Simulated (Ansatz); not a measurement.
# IrO2: pressure series

Consider IrO$_{2}$ in the rutile structure (space group P4_2/mnm, No. 136; a = 4.529 Å, c = 3.180 Å).

Cell and atoms are relaxed at each pressure.

Level of theory: PBE in Ansatz (plane waves to 420 eV, PAW, no spin-orbit coupling), earlier PAW set.

```csv
P (GPa),V (Å³/atom)
-2.00,10.957
-1.00,10.914
0.28,10.861
0.69,10.844
1.49,10.812
3.00,10.752
5.00,10.676
7.50,10.584
10.00,10.497
```

Q: Fit a third-order Birch–Murnaghan equation of state.

A: Least squares on P(V) = (3B₀/2)[(V₀/V)^(7/3) − (V₀/V)^(5/3)]·[1 + (3/4)(B₀′ − 4)((V₀/V)^(2/3) − 1)] gives V₀ = 10.87 Å³/atom, B₀ = 262 GPa and B₀′ = 4.7.

Load acts through the strain it causes; cell and atoms are relaxed under it. Whether these cells are dynamically stable was not tested. No other phases were tried under pressure. No Hubbard U is applied, and correlation can decide whether such a compound is a metal. All final runs are without spin polarisation.

Ansatz is a program for electronic structure.
